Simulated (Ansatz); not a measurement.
## Fermi-surface data of Al (Fm-3m)

Data:

```
CELL_PARAMETERS angstrom
      0.00000     2.02195     2.02195
      2.02195     0.00000     2.02195
      2.02195     2.02195     0.00000
ATOMIC_POSITIONS crystal
  Al 0.00000 0.00000 0.00000
```

These are PBE, rigid bands (plane waves, PAW, scalar-relativistic; Ansatz, a program for electronic structure) values and carry that method's errors. Condition of this run: functional PBE, cell relaxed with it. How the cell was made: cell and atoms relaxed with PBE.

```yaml
density of states at the Fermi level: 0.409 states/(eV·cell), both spins
bare Sommerfeld coefficient: 0.96 mJ/(mol of atoms·K²)
drude_plasma_energy: 12.5 eV
root-mean-square Fermi velocity: 1.5e6 m/s
resistivity times τ: 3.2 ×10⁻²² Ω·m·s
```

A metal at this level (no band gap); rigid bands, thermally averaged at 300 K, both spins. Spin-orbit coupling is left out. τ is one relaxation time for all states.
